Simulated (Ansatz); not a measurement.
Functionals compared on a constructed model of the (111) surface of fcc Ag, a pseudomorphic layer of Sc in the host's stacking (bottom of the slab: a bare face, its two planes held), in Ansatz (plane waves, PAW). The structure was relaxed with PBE; the other rows are single points on it. Cutoff 420 eV (500 eV for r2SCAN).

Slab: 7 atoms, 14.8 Å thick at the start with caps and adatoms; k 15x15x1, smearing 0.1 eV, dipole-corrected; 2 atoms held, the rest relaxed; start symmetry kept, larger cells not searched; no spin, no spin-orbit, no U. In PBE it is, or lies within 0.01 eV a 1x1 cell of, the lowest of the 2 structures of its composition computed so far; subsurface sites and larger cells were not tried. These notes are the PBE run's.

| functional | work function of the top face (eV) | rough cost of the single point |
|---|---|---|
| PBE | 3.80 | – |
| RPBE | 3.69 | very roughly 19 core-seconds |
| r2SCAN | 3.85 | about 50 core-seconds (a rough figure) |

Ansatz is an electronic-structure program.
